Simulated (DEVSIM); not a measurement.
Device: abrupt GaSb n-p junction, at 300 K.

| layer (left to right) | material | thickness (μm) | Nd (cm⁻³) | Na (cm⁻³) | τn (s) | τp (s) |
|---|---|---|---|---|---|---|
| 1 | GaSb | 50.0 | 8e15 | - | 4.4e-8 | 4.4e-8 |
| 2 | GaSb | 73.0 | - | 2.2e17 | 4.4e-8 | 4.4e-8 |

Left contact: ohmic. Right contact: ohmic. Voltage is applied to the left contact. Recombination: SRH at mid-gap, radiative. Mobility is constant in doping.

The device is made up for the run: typed textbook-type constants, with dimensions and the other settings drawn at random. Values at 300 K.

```csv
parameter,GaSb
gap (eV),0.726
affinity (eV),4.06
permittivity,15.7
Nc (cm⁻³),2.1e17
Nv (cm⁻³),1.8e19
μn (cm²/Vs),5000
μp (cm²/Vs),850
B (cm³/s),1e-10
```

Simulated with DEVSIM: 1D drift-diffusion, Boltzmann statistics, complete ionisation; no tunnelling, impact ionisation, image-force lowering or self-heating.

### Question
Give the dark forward current.

### Answer

(V (V), J (A/cm²)): (-0.05, -3.2e-5); (-0.10, -0.00015); (-0.15, -0.00069); (-0.20, -0.0037); (-0.25, -0.022); (-0.30, -0.14); (-0.35, -0.91); (-0.40, -4.9); (-0.45, -18); (-0.50, -45); (-0.55, -89); (-0.60, -150); (-0.65, -230); (-0.70, -320); (-0.75, -420); (-0.80, -540); (-0.85, -660); (-0.90, -800); (-0.95, -940); (-1.00, -1100); (-1.05, -1300); (-1.10, -1400); (-1.15, -1600); (-1.20, -1800)
